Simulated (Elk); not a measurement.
Band structure of ZrN (Fm-3m, 2 atoms in the cell).

```
ZrN
1.0
    0.00000     2.29000     2.29000
    2.29000     0.00000     2.29000
    2.29000     2.29000     0.00000
Zr N
1 1
Direct
  0.00000   0.00000   0.00000
  0.50000   0.50000   0.50000
```

Level of theory: Elk 10.2.4 with PBE, all-electron FP-LAPW, Elk's shipped species files, LAPW+lo basis.

Settings: xctype = 20; rgkmax = 7.5; stype = 3; swidth = 0.00367493 Ha; ngridk = 12 12 12; gmaxvr = 14 1/bohr; nxoapwlo = 1; rmtscf = 0.92.

The starting cell has typed, rounded lattice constants, without a prior relaxation at this level. Values depend on the basis (sphere radii, cutoffs, local orbitals), which need not be converged.

Levels in eV from the Fermi level, bands 5 to 12:
```
point       5      6      7      8      9     10     11    12
-----  ------  -----  -----  -----  -----  -----  -----  ----
Γ      -16.28  -2.65  -2.65  -2.65  -0.40  -0.40  -0.40  1.60
X      -15.75  -4.55  -3.50  -3.15  -3.15   3.40   4.55  4.55
W      -15.14  -5.43  -4.73  -4.73   1.03   1.03   4.57  4.67
K      -15.18  -5.50  -4.72  -4.45  -0.71   3.43   3.69  5.22
L      -14.05  -7.66  -5.70  -5.70   3.06   3.10   3.10  4.78
U      -15.18  -5.50  -4.72  -4.45  -0.71   3.43   3.69  5.22
```

Bands cross the Fermi level along this path, so the cell is metallic at this level.
